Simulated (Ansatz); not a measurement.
Defect: interstitial Li in 2H silicon carbide, charge state +1. The step: Li moves alone to another site; the atom moves 2.54 Å along (0.00, 0.00, 0.50) of the unit cell; the moving atom starts with neighbours 3 C at 1.94, 3 C at 2.50; 3 Si at 2.22, 3 Si at 2.33 Å and ends with 3 C at 1.94, 3 C at 2.50; 3 Si at 2.22, 3 Si at 2.33 Å. A PBE band in Ansatz (plane-wave PAW, the Γ point alone, 72 host sites, 22 SCF runs with any check of the saddle's order, static, no finite-size correction) gives a forward barrier of 1.79 eV. The saddle point's order was not checked, and it lies on a symmetry element of the cell, where a band can be held. The host's phase is taken as given; its stability against other phases was not computed. The charge state is imposed; whether it is stable for some Fermi level was not computed. Sites that were not tried may lie lower.

Single points at the band's start and saddle point can refine it. Rough cost of one point, in units of the band's mean SCF on the same machine:

```csv
Level,Cost of one point
"PBE, a 2×2×2 k-point mesh shifted by half a step along c",about 5
"r2SCAN at 500 eV, the Γ point alone",about 2
```

Problem. Which of these move the barrier by more than 0.1 eV, and how far does each move it?

Solution. Not one does. PBE, a 2×2×2 k-point mesh shifted by half a step along c: +0.01 eV; r2SCAN at 500 eV, the Γ point alone: +0.07 eV. Each functional is compared with PBE at the same k-points.

Ansatz is a quantum-chemistry and plane-wave program.
